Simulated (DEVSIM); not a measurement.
Device: illuminated Si n-on-p cell, one wavelength, at 250 K.

| layer (left to right) | material | thickness (μm) | Nd (cm⁻³) | Na (cm⁻³) | τn (s) | τp (s) | absorption coefficient (cm⁻¹) |
|---|---|---|---|---|---|---|---|
| 1 | Si | 0.460 | 6.4e18 | - | 5.3e-5 | 0.00014 | 64000 |
| 2 | Si | 82.0 | - | 4.6e16 | 0.00044 | 0.00044 | 64000 |

Left contact: ohmic, minority hole recombination velocity 6e6 cm/s. Right contact: ohmic, minority electron recombination velocity 5e5 cm/s. Voltage is applied to the left contact. Recombination: SRH at mid-gap, radiative, Auger. Light enters at the left, 4.8e16 photons cm⁻² s⁻¹, one pass, no reflection. Mobility is μmin + (μ − μmin)/(1 + (N/Nref)^α).

Constants are typed, rounded textbook-type inputs, not results; the design itself was drawn at random and stands for no fabricated device. Values at 300 K; Nc and Nv go as T^1.5, mobilities as T to minus their exponent, the gap by Varshni's rule with the affinity fixed.

```csv
parameter,Si
gap (eV),1.124
affinity (eV),4.05
permittivity,11.7
Nc (cm⁻³),2.86e19
Nv (cm⁻³),3.1e19
μn (cm²/Vs),1417
μp (cm²/Vs),470
"μn,min",52
"μp,min",45
"Nref,n",9.7e16
"Nref,p",2.2e17
αn,0.68
αp,0.72
T exponent of μn,2.3
T exponent of μp,2.2
B (cm³/s),4.7e-15
Cn (cm⁶/s),2.8e-31
Cp (cm⁶/s),9.9e-32
Varshni α (eV/K),0.000473
Varshni β (K),636
```

Model (solved in DEVSIM): 1D drift-diffusion, Boltzmann statistics, complete ionisation; no tunnelling, impact ionisation, image-force lowering or self-heating.

The photon flux was swept, all else fixed.

```csv
photon flux (cm^-2 s^-1),short-circuit current (mA/cm²),open-circuit voltage (V),fill factor,largest power (mW/cm²)
1.4e15,0.0735,0.592,0.85,0.0368
4.8e15,0.252,0.618,0.85,0.133
1.4e16,0.735,0.641,0.85,0.403
4.8e16,2.52,0.668,0.86,1.45
1.4e17,7.35,0.691,0.86,4.39
4.8e17,25.2,0.717,0.87,15.7
1.4e18,73.5,0.740,0.87,47.3
```

From the first row to the last the short-circuit current goes from 0.0735 to 73.5. From the first row to the last the open-circuit voltage goes from 0.592 to 0.740.
